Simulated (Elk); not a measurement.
Worked example: self-consistent single point of Ca3GeN (Pm-3m, 5 atoms in the cell) in Elk.

Method: Elk 10.2.4 with LDA (PW92), all-electron FP-LAPW, Elk's shipped species files, APW+lo basis with extra local orbitals.

The change in words: lattice scaled by 0.98. Reference geometry:
```yaml
crystal:
  lattice:
    - [4.80418, 0.00000, 0.00000]
    - [0.00000, 4.80418, 0.00000]
    - [0.00000, 0.00000, 4.80418]
  atoms:
    - { symbol: Ca, position: [0.50000, 0.00000, 0.50000] }
    - { symbol: Ca, position: [0.00000, 0.50000, 0.50000] }
    - { symbol: Ca, position: [0.50000, 0.50000, 0.00000] }
    - { symbol: Ge, position: [0.00000, 0.00000, 0.00000] }
    - { symbol: N, position: [0.50000, 0.50000, 0.50000] }
```

Reference input (self-consistent single point, DFT, LDA (PW92), all-electron FP-LAPW, Elk's shipped species files, APW+lo basis with extra local orbitals): xctype = 3; rgkmax = 7.5; stype = 3; swidth = 0.00367493 Ha; ngridk = 7 7 7; tforce = true; gmaxvr = 18 1/bohr; lmaxapw = 10; lmaxo = 8; nxlo = 2; lorbcnd = true; lradstp = 2. This run's input differs from it in these lines:

```diff
@@ -43,5 +43,5 @@
 avec
-    9.0785844534    0.0000000000    0.0000000000
-    0.0000000000    9.0785844534    0.0000000000
-    0.0000000000    0.0000000000    9.0785844534
+    8.8970120084    0.0000000000    0.0000000000
+    0.0000000000    8.8970120084    0.0000000000
+    0.0000000000    0.0000000000    8.8970120084
```

The program printed (abridged):

```
│ Self-consistent loop started │
│ Loop number : 1 │
 total energy                :     -4195.31803579
│ Loop number : 2 │
 total energy                :     -4195.27048567
RMS change in Kohn-Sham potential (target) :   0.2516887305     (  0.1000000000E-05)
Absolute change in total energy (target)   :   0.4755011807E-01 (  0.1000000000E-03)
│ Loop number : 3 │
 total energy                :     -4193.62224243
RMS change in Kohn-Sham potential (target) :   0.1554350365     (  0.1000000000E-05)
Absolute change in total energy (target)   :    1.660130769     (  0.1000000000E-03)
│ Loop number : 4 │
   [... lines left out ...]
Absolute change in total energy (target)   :   0.1196495231E-02 (  0.1000000000E-03)
│ Loop number : 15 │
 total energy                :     -4187.06947964
RMS change in Kohn-Sham potential (target) :   0.3708821915E-05 (  0.1000000000E-05)
Absolute change in total energy (target)   :   0.4517776297E-03 (  0.1000000000E-03)
│ Loop number : 16 │
 total energy                :     -4187.06946077
RMS change in Kohn-Sham potential (target) :   0.1453154720E-06 (  0.1000000000E-05)
Absolute change in total energy (target)   :   0.9407435482E-04 (  0.1000000000E-03)
Convergence targets achieved

│ Loop number : 17 │

Energies :
 Fermi                       :     0.180973727272
 total energy                :     -4187.06945431

Density of states at Fermi energy :    96.32979732
 (states/Hartree/unit cell)

Estimated indirect band gap :   0.1126270331E-02
 from k-point      7 to k-point      8
Estimated direct band gap   :   0.8280247440E-02
 at k-point      6

Charges :
 core                        :    50.00000000
 valence                     :    49.00000000
 interstitial                :    7.217437981
 muffin-tins (core leakage)
  species :    1 (Ca)
   atom    1                 :    18.28773042     (  0.2030080815E-07)
   atom    2                 :    18.28773042     (  0.2030080815E-07)
   atom    3                 :    18.28773042     (  0.2030080815E-07)
  species :    2 (Ge)
   [... lines left out ...]
   total force               :    -0.00000000    0.00000000    0.00000000
   total magnitude           :     0.00000000
 species :    3 (N)
  atom :    1
   Hellmann-Feynman          :     0.00000000    0.00000000    0.00000000
   IBS                       :    -0.00000000   -0.00000000    0.00000000
   total force               :     0.00000000   -0.00000000    0.00000000
   total magnitude           :     0.00000000
```

The run converged in 17 iterations. The count includes the last loop, which Elk runs after its targets are met. Against the reference run the free energy goes down by 19.0 meV/atom.

The starting cell comes from a database of computed structures (which also holds hypothetical and non-ambient phases and stackings), without a prior relaxation at this level. For this run, on top of that: lattice scaled by 0.98. Values depend on the basis (sphere radii, cutoffs, local orbitals), which need not be converged. The run gives no clean gap (levels at the Fermi energy touch, overlap or are partly filled at this smearing), which alone does not show that the compound is a metal. The log's line on a gap gives a spacing of levels on this mesh, which the program prints for metals too.
